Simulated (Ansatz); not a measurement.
A self-consistent single point of Cs2BiAuF6 (Fm-3m, 10 atoms in the cell) with Ansatz (a quantum-chemistry and plane-wave program).

Method: PBEsol, default PAW files made with PBE (plane waves; Ansatz).

```yaml
crystal:
  lattice:
    - [0.00000, 4.87162, 4.87162]
    - [4.87162, 0.00000, 4.87162]
    - [4.87162, 4.87162, 0.00000]
  atoms:
    - { symbol: Cs, position: [0.75000, 0.75000, 0.75000] }
    - { symbol: Cs, position: [0.25000, 0.25000, 0.25000] }
    - { symbol: Bi, position: [0.00000, 0.00000, 0.00000] }
    - { symbol: Au, position: [0.50000, 0.50000, 0.50000] }
    - { symbol: F, position: [0.76264, 0.23736, 0.23736] }
    - { symbol: F, position: [0.23736, 0.76264, 0.76264] }
    - { symbol: F, position: [0.23736, 0.76264, 0.23736] }
    - { symbol: F, position: [0.76264, 0.23736, 0.76264] }
    - { symbol: F, position: [0.23736, 0.23736, 0.76264] }
    - { symbol: F, position: [0.76264, 0.76264, 0.23736] }
```

Reference input (self-consistent single point, DFT, HSE06, plane waves, default PAW files made with PBE): basis.ecutwfc = 420 eV; kpoints.mp_grid.grid = 3 3 3; hamiltonian.xc = hse06; hamiltonian.pseudopotentials = {kind: paw} (the program's default PAW files); scf.occupations.method = fixed. This run's input differs from it in these lines:

Ansatz 0.2 input:
```diff
@@ -22,3 +22,3 @@
 hamiltonian:
-  xc: hse06
+  xc: pbesol
   pseudopotentials: { kind: paw }
```

Output (repeated stretches shortened):

```
SCF iter   1: F=—  HF=-41227.103006 eV  |F-HF|=—  |Δ(HF+E_count)|=         —  Δρ=1.14e-2  dr2=2.06e-1  ethr=1.77e-3  ⟨swp⟩=5.0  Hψ=739  notcnv=0  defer=29
all-band conjugate gradients solve this SCF's bands
preconditioner: auto → Resta (q_TF=auto, 2.348 Å⁻¹)
SCF iter   2: F=—  HF=-41227.056374 eV  |F-HF|=—  |Δ(HF+E_count)|=   4.66e-2  Δρ=3.79e-3  dr2=1.86e-2  ethr=2.19e-4  ⟨swp⟩=2.0  Hψ=428  notcnv=0  defer=28
   [... lines left out ...]
SCF iter   4: F=—  HF=-41227.051597 eV  |F-HF|=—  |Δ(HF+E_count)|=   3.43e-4  Δρ=1.25e-4  dr2=6.57e-5  ethr=1.84e-6  ⟨swp⟩=2.2  Hψ=319  notcnv=0  defer=28
SCF iter   5: F=—  HF=-41227.051418 eV  |F-HF|=—  |Δ(HF+E_count)|=   1.78e-4  Δρ=4.85e-5  dr2=6.94e-6  ethr=6.99e-8  ⟨swp⟩=2.2  Hψ=339  notcnv=0  defer=28
SCF iter   6: F=—  HF=-41227.051418 eV  |F-HF|=—  |Δ(HF+E_count)|=   5.20e-7  Δρ=2.00e-5  dr2=9.40e-7  ethr=7.39e-9  ⟨swp⟩=2.0  Hψ=392  notcnv=0  defer=28
SCF iter   7: F=-41227.051418 eV  HF=-41227.051418 eV  |F-HF|=5.21e-8  |Δ(HF+E_count)|=   1.08e-7  Δρ=3.87e-6  dr2=3.18e-8  ethr=1.06e-10  ⟨swp⟩=12.5  Hψ=1451  notcnv=0
SCF 1 converged in 7 iterations: F = -41227.051418 eV  dr2 = 3.18e-8
Free energy (F): -41227.051418 eV
Internal energy: -41227.051418 eV  (E = F + TS)
E sigma→0 (E₀):  -41227.051418 eV
Fermi energy:    4.545417 eV
--- Forces (eV/Å), atoms counted from 1 ---
  atom   1  Cs    -0.00000000    -0.00000000     0.00000000
  atom   2  Cs    -0.00000000     0.00000000    -0.00000000
  atom   3  Bi     0.00000000    -0.00000000     0.00000000
  atom   4  Au     0.00000000    -0.00000000     0.00000000
  atom   5  F     -0.31208573    -0.00000000     0.00000000
  atom   6  F      0.31208573     0.00000000     0.00000000
  atom   7  F      0.00000000    -0.31208573    -0.00000000
  atom   8  F     -0.00000000     0.31208573     0.00000000
  atom   9  F     -0.00000000    -0.00000000    -0.31208573
  atom  10  F     -0.00000000     0.00000000     0.31208573
--- Stress (GPa, compression-positive) ---
       -4.075443      -0.000000      -0.000000
       -0.000000      -4.075443      -0.000000
       -0.000000      -0.000000      -4.075443
  P = ⅓ Tr σ = -4.0754 GPa (-40.754 kbar)
  The stress holds the Pulay correction. Without it, at fixed plane waves, as pw.x and ABINIT print it: P = -4.4213 GPa
```

The run converged in 7 iterations. Against the reference run the pressure goes from -2.96 to -4.08 GPa, the largest force goes from 0.493 to 0.312 eV/Å and the gap on the mesh goes from 3.297 to 1.584 eV.

The starting cell comes from a database of computed structures (which also holds hypothetical and non-ambient phases and stackings), without a prior relaxation at this level. Its lattice was rescaled by a random factor within 2.5 % of one. Spin-orbit coupling is off. With a pressure of about -4 GPa the cell is away from its equilibrium volume at this level. Ansatz's pressure includes its estimate of the finite-basis (Pulay) stress.
